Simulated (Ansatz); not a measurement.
ferroelectric LiNbO3 (0 0 1) on silicon (0 0 1) (film strained to the substrate, started from cuts of the bulks and a machine-learned relaxation; metallic at this level, with no gap by band count; slabs Si60 and Li18Nb18O54, which can lie off the formulas)

A periodic stack without vacuum, ferroelectric LiNbO3 (0 0 1) on silicon (0 0 1) (film strained to the substrate, started from cuts of the bulks and a machine-learned relaxation; metallic at this level, with no gap by band count; slabs Si60 and Li18Nb18O54, which can lie off the formulas): substrate slab Si60, film Li18Nb18O54, surface cells [[0, -1], [5, 1]] and [[1, 0], [3, 3]], film strained by +1.4 and +5.4 %, outermost planes Si/Si and Li/Nb as cut, which need not be the usual terminations and can put a slab off its formula.

The start was prepared with a machine-learned potential, and the result is one local minimum, with the in-plane cell held and forces under 0.04 eV/Å; the film can end far from its bulk form.

Levels used, each named beside its values: PBE (plane waves to 420 eV, PAW; Ansatz, a quantum-chemistry and plane-wave program); HSE06 (plane waves to 420 eV, PAW; Ansatz). Geometries and values that name no level are of the first. No spin–orbit coupling; PBE gaps are too small against experiment. Its k-point mesh 5×2×1, Fermi–Dirac width 0.05 eV. HSE06 ran on meshes of its own (6×6×6); its edges and gaps are taken over the mesh and over extra points off it, mostly where PBE has its edges.

```
Quantity                                                                                                           Value
--------------------------------------------------------------------------------  --------------------------------------
interface area                                                                                                   74.8 Å²
period                                                                                                           31.09 Å
heights between the nearest atoms of the two slabs at the two interfaces                                 1.16 and 2.24 Å
Nb–Si contacts across the interfaces within 1.22 times the sum of covalent radii                          8, mean 2.91 Å
O–Si contacts across the interfaces within 1.22 times the sum of covalent radii                           6, mean 1.70 Å
Li–Si contacts across the interfaces within 1.22 times the sum of covalent radii                          1, mean 2.76 Å
two interfaces                                                                    unlike, so that offsets are their mean
spin-polarised check at this geometry                                                    keeps a moment, energy -0.03 eV
slope of the mean potential energy in the substrate                                                       -3.5 MV/cm × e
```

```
CELL_PARAMETERS angstrom
      5.46961     0.00018     0.06605
      8.20460    13.67518     0.04404
      3.80090     1.91997    31.13320
ATOMIC_POSITIONS crystal
  Si 0.04994 0.99010 0.07509
  Si 0.27258 0.18913 0.07689
  Si 0.48201 0.39288 0.07630
  Si 0.67187 0.58291 0.08296
  Si 0.87315 0.77410 0.07502
  Si 0.05650 0.12888 0.03798
  Si 0.55050 0.25780 0.04103
  Si 0.47543 0.53178 0.03552
  Si 0.94324 0.63947 0.03637
  Si 0.90270 0.90508 0.03800
  Si 0.51386 0.97152 0.16411
  Si 0.72145 0.17666 0.16297
  Si 0.92628 0.37205 0.16930
  Si 0.12082 0.57347 0.16443
  Si 0.30600 0.77896 0.16649
  Si 0.63462 0.07928 0.12178
  Si 0.85161 0.28684 0.12129
  Si 0.05459 0.47204 0.12325
  Si 0.24202 0.68336 0.12308
  Si 0.43955 0.87773 0.11806
  Si 0.96195 0.96525 0.25362
  Si 0.17406 0.15965 0.25333
  Si 0.37204 0.36242 0.25354
  Si 0.56535 0.56442 0.25349
  Si 0.76536 0.76293 0.25274
  Si 0.09023 0.06867 0.20805
  Si 0.30704 0.26461 0.21050
  Si 0.49045 0.47007 0.20993
  Si 0.69350 0.66869 0.20836
  Si 0.88249 0.87144 0.20998
  Si 0.42553 0.94776 0.34169
  Si 0.61392 0.15387 0.34176
  Si 0.82146 0.34998 0.34182
  Si 0.01583 0.55246 0.33938
  Si 0.21157 0.75295 0.34195
  Si 0.54217 0.05671 0.29869
  Si 0.74753 0.25670 0.29715
  Si 0.94386 0.45587 0.29685
  Si 0.13839 0.65973 0.29700
  Si 0.34188 0.85674 0.29701
  Si 0.86530 0.94577 0.43043
  Si 0.07818 0.13287 0.42928
  Si 0.25368 0.34978 0.42906
  Si 0.46851 0.53802 0.42860
  Si 0.67306 0.73221 0.42910
  Si 0.99713 0.04478 0.38343
  Si 0.19204 0.24615 0.38753
  Si 0.38731 0.44865 0.38317
  Si 0.59398 0.64316 0.38387
  Si 0.79264 0.84487 0.38813
  Si 0.48702 0.88512 0.51116
  Si 0.37440 0.17846 0.51109
  Si 0.85541 0.29164 0.51182
  Si 0.89024 0.53555 0.52177
  Si 0.99069 0.76277 0.50932
  Si 0.44474 0.03598 0.47799
  Si 0.64531 0.23827 0.46833
  Si 0.82425 0.43858 0.47614
  Si 0.05288 0.62904 0.47415
  Si 0.25129 0.83368 0.47171
  Li 0.06892 0.95833 0.59237
  Li 0.02424 0.27844 0.64960
  Li 0.00356 0.62502 0.59005
  Li 0.40653 0.06157 0.58461
  Li 0.36190 0.40289 0.58149
  Li 0.38073 0.74347 0.57266
  Nb 0.71380 0.17381 0.59967
  Nb 0.66518 0.50649 0.60515
  Nb 0.73372 0.85169 0.60449
  Nb 0.32698 0.06099 0.67669
  Nb 0.31143 0.39457 0.67598
  Nb 0.37711 0.72155 0.67621
  O  0.44451 0.17188 0.56247
  O  0.39159 0.51899 0.57449
  O  0.42717 0.86458 0.56501
  O  0.71490 0.28731 0.56312
  O  0.69209 0.61840 0.55918
  O  0.77633 0.94528 0.57221
  O  0.59706 0.08928 0.64057
  O  0.65562 0.40421 0.64533
  O  0.63155 0.74422 0.63939
  O  0.04092 0.08071 0.57367
  O  0.01168 0.44163 0.56028
  O  0.02299 0.74221 0.56329
  O  0.41121 0.28456 0.64252
  O  0.44992 0.60750 0.64490
  O  0.42627 0.94822 0.64366
  O  0.99800 0.15749 0.64599
  O  0.03848 0.48485 0.64113
  O  0.03500 0.80740 0.64212
  Li 0.29401 0.04282 0.77532
  Li 0.28427 0.38025 0.77568
  Li 0.30191 0.70322 0.77388
  Li 0.66495 0.16840 0.69568
  Li 0.64113 0.50037 0.70362
  Li 0.69676 0.83415 0.70117
  Nb 0.95381 0.94156 0.74750
  Nb 0.94793 0.27149 0.74923
  Nb 0.97471 0.60541 0.74926
  Nb 0.58860 0.15325 0.82184
  Nb 0.60556 0.47856 0.82460
  Nb 0.58859 0.81650 0.82019
  O  0.63600 0.96273 0.71777
  O  0.65023 0.28967 0.71853
  O  0.64282 0.62581 0.71958
  O  0.03079 0.03624 0.71754
  O  0.03210 0.36794 0.71601
  O  0.03965 0.69948 0.71839
  O  0.88781 0.17197 0.79223
  O  0.88083 0.50270 0.79330
  O  0.87627 0.83720 0.79023
  O  0.25584 0.16418 0.71670
  O  0.26344 0.49022 0.71964
  O  0.25068 0.82825 0.71603
  O  0.66727 0.03817 0.79214
  O  0.66642 0.37138 0.79261
  O  0.66427 0.70259 0.79274
  O  0.26853 0.24714 0.79125
  O  0.25899 0.57681 0.79292
  O  0.26407 0.91054 0.79021
  Li 0.50200 0.14144 0.91878
  Li 0.52812 0.46691 0.92286
  Li 0.52894 0.80368 0.91735
  Li 0.91421 0.92550 0.84178
  Li 0.93975 0.26018 0.84432
  Li 0.93289 0.58715 0.84386
  Nb 0.20578 0.02973 0.89291
  Nb 0.20644 0.36462 0.90039
  Nb 0.19066 0.69736 0.89493
  Nb 0.84367 0.91248 0.95747
  Nb 0.84135 0.22905 0.96309
  Nb 0.80742 0.58426 0.96351
  O  0.89560 0.04799 0.86330
  O  0.87088 0.38636 0.86785
  O  0.87775 0.71871 0.86585
  O  0.27187 0.12619 0.86328
  O  0.27392 0.45609 0.86613
  O  0.26611 0.79210 0.86470
  O  0.15723 0.92286 0.93578
  O  0.12468 0.25904 0.94280
  O  0.12546 0.59308 0.93778
  O  0.48108 0.24794 0.86766
  O  0.49110 0.58691 0.86666
  O  0.50278 0.91756 0.86390
  O  0.87332 0.12511 0.93748
  O  0.88918 0.46715 0.94013
  O  0.88120 0.79852 0.94066
  O  0.50332 0.01447 0.93608
  O  0.49866 0.34004 0.93889
  O  0.49076 0.68510 0.93994
```
